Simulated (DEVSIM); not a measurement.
Structure: Si p+/n-/n+ power diode, at 400 K.

| layer (left to right) | material | thickness (μm) | Nd (cm⁻³) | Na (cm⁻³) | τn (s) | τp (s) |
|---|---|---|---|---|---|---|
| 1 | Si | 1.30 | - | 3.6e18 | 1.7e-6 | 1.7e-6 |
| 2 | Si | 76.0 | 2.9e16 | - | 1.7e-6 | 1.7e-6 |
| 3 | Si | 4.00 | 1.5e18 | - | 1.7e-6 | 1.7e-6 |

Left contact: ohmic. Right contact: ohmic. Voltage is applied to the left contact. Recombination: SRH at mid-gap, Auger. Gap narrowing is on: ΔEg = 6.92 meV × (l + √(l² + 0.5)), l = ln(N/1.3e17 cm⁻³), shared equally by both band edges. Mobility is μmin + (μ − μmin)/(1 + (N/Nref)^α).

This is a model device: material constants are rounded textbook-type values typed into the input, and sizes, dopings and lifetimes were drawn at random. Values at 300 K; Nc and Nv go as T^1.5, mobilities as T to minus their exponent, the gap by Varshni's rule with the affinity fixed.

```csv
parameter,Si
gap (eV),1.124
affinity (eV),4.05
permittivity,11.7
Nc (cm⁻³),2.86e19
Nv (cm⁻³),3.1e19
μn (cm²/Vs),1417
μp (cm²/Vs),470
"μn,min",52
"μp,min",45
"Nref,n",9.7e16
"Nref,p",2.2e17
αn,0.68
αp,0.72
T exponent of μn,2.3
T exponent of μp,2.2
Cn (cm⁶/s),2.8e-31
Cp (cm⁶/s),9.9e-32
Varshni α (eV/K),0.000473
Varshni β (K),636
```

Model (solved in DEVSIM): 1D drift-diffusion, Boltzmann statistics, complete ionisation; no tunnelling, impact ionisation, image-force lowering or self-heating.

Base results: dark forward voltage at 1 A/cm² (V) 0.502; dark forward voltage at 100 A/cm² (V) 0.747.

What follows from this one change: minority lifetime in layer 2 1.7e-06 → 1.7e-05 s?

dark forward voltage at 1 A/cm² 0.502 → 0.526 V; dark forward voltage at 100 A/cm² 0.747 → 0.741 V.

What follows from this one change: thickness of layer 2 76 → 27 μm?

dark forward voltage at 1 A/cm² 0.502 → 0.508 V; dark forward voltage at 100 A/cm² 0.747 → 0.702 V.
